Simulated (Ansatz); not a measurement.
## A computed series for InP: response to strain

The reference is InP in the zinc blende structure (space group F-43m, No. 216).

```xyz
2
Lattice="0.0000 2.9135 2.9135 2.9135 0.0000 2.9135 2.9135 2.9135 0.0000" Properties=species:S:1:pos:R:3 pbc="T T T"
In     0.0000     0.0000     0.0000
P      1.4567     1.4567     1.4567
```

Cartesian axes are those of the cell as printed.

Strains are applied to the cell and any free atomic positions relax; under biaxial strain the out-of-plane vector relaxes too.

The values are results of plane-wave PAW DFT at the LDA level (Ansatz, a quantum-chemistry and plane-wave program, 420 eV), spin-orbit coupling left out, not measurements.

Notes on the quantities. energy relative to the base: free energy F.

| biaxial strain, plane normal [111], relaxed out of plane (%) | energy relative to the base (meV/atom) |
|---|---|
| -2.5 | 14.8 |
| -2.08 | 10.2 |
| -1.67 | ? |
| -1.25 | 3.6 |
| -0.83 | 1.6 |
| -0.42 | 0.4 |
| 0 | 0.0 |

Problem. Fit ΔE = Aε² + Bε³ (ε in %) to the rows shown and predict the withheld row.

Solution. Least squares on the printed values gives A = 2.27 and B = -0.039 meV/atom (largest residual 0.0 meV/atom); this predicts 6.5 meV/atom, and the run gives 6.5 meV/atom, in agreement.

Whether these cells are dynamically stable was not tested.
